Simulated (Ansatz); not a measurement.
# AlAs: response to strain

Consider AlAs in the zinc blende structure (space group F-43m, No. 216; a = 5.6747 Å). Axes: x, y, z lie along the cube axes.

Strains are applied to the cell and any free atomic positions relax; under biaxial strain the out-of-plane vector relaxes too.

Level of theory: PBEsol, PAW, 420 eV (Ansatz, an electronic-structure program; without spin-orbit coupling).

Candidates:
(a) isotropic strain −3.88 %
(b) biaxial strain +1.01 %, plane normal [110], relaxed out of plane
(c) tensor shear ε_xz = −2.12 %

Before the change:

The smallest direct gap comes out as 1.91 eV.

Order them by smallest direct gap, lowest first.

(c) tensor shear ε_xz = −2.12 % (1.66 eV), (b) biaxial strain +1.01 %, plane normal [110], relaxed out of plane (1.71 eV), (a) isotropic strain −3.88 % (2.86 eV)

A biaxial case was relaxed in a doubled cell and then solved in the primitive one. Semilocal Kohn–Sham gaps tend to fall short of experiment. Stability against distortions was not tested.
